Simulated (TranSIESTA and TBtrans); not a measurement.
**Ge chain with one S atom inserted**

Junction: Ge chain with one S atom inserted. Leads: straight Ge chain, spacing 2.4 Å. Geometry: 3 atoms about the centre moved by SIESTA (PBE, DZP) to a largest force of 0.01 eV/Å, all others as built, motion along the axis alone.

Method: TranSIESTA and TBtrans, PBE, DZP numerical orbitals (energy shift 0.15 eV), PseudoDojo norm-conserving scalar-relativistic potentials, mesh cutoff 200 Ry, 300 K, no spin polarisation, no spin-orbit coupling; self-consistent non-equilibrium Green functions.

| Quantity | Value |
|---|---|
| Conductance at 300 K (G0 = 2e²/h) | 2.49 |
| Mean T from −0.5 to 0.5 eV | 2.41 |

Energies count from the leads' Fermi level. Transmissions are for one spin of a degenerate pair. The energy step is 0.01 eV; narrower resonances are cut or missed.

| E (eV) | T | lead channels |
|---|---|---|
| -2.00 | 0.91 | 1 |
| -1.90 | 0.91 | 1 |
| -1.80 | 0.90 | 1 |
| -1.70 | 0.90 | 1 |
| -1.60 | 0.90 | 1 |
| -1.50 | 0.90 | 1 |
| -1.40 | 0.90 | 1 |
| -1.30 | 0.90 | 1 |
| -1.20 | 0.90 | 1 |
| -1.10 | 0.90 | 1 |
| -1.00 | 1.08 | 3 |
| -0.90 | 1.28 | 3 |
| -0.80 | 1.47 | 3 |
| -0.70 | 1.66 | 3 |
| -0.60 | 1.85 | 3 |
| -0.50 | 2.03 | 3 |
| -0.40 | 2.19 | 3 |
| -0.30 | 2.32 | 3 |
| -0.20 | 2.41 | 3 |
| -0.10 | 2.46 | 3 |
| 0.00 | 2.49 | 3 |
| 0.10 | 2.50 | 3 |
| 0.20 | 2.50 | 3 |
| 0.30 | 2.48 | 3 |
| 0.40 | 2.46 | 3 |
| 0.50 | 2.44 | 3 |
| 0.60 | 2.41 | 3 |
| 0.70 | 2.39 | 3 |
| 0.80 | 2.36 | 3 |
| 0.90 | 2.34 | 3 |
| 1.00 | 2.32 | 3 |
| 1.10 | 2.30 | 3 |
| 1.20 | 2.28 | 3 |
| 1.30 | 2.27 | 3 |
| 1.40 | 2.26 | 3 |
| 1.50 | 2.25 | 3 |
| 1.60 | 2.24 | 3 |
| 1.70 | 2.23 | 3 |
| 1.80 | 2.22 | 3 |
| 1.90 | 2.21 | 3 |
| 2.00 | 2.20 | 3 |

The straight chain is held at its spacing; free chains may zigzag or dimerise. No spin-polarised start was tried, so a magnetic state, if there is one, is missed.
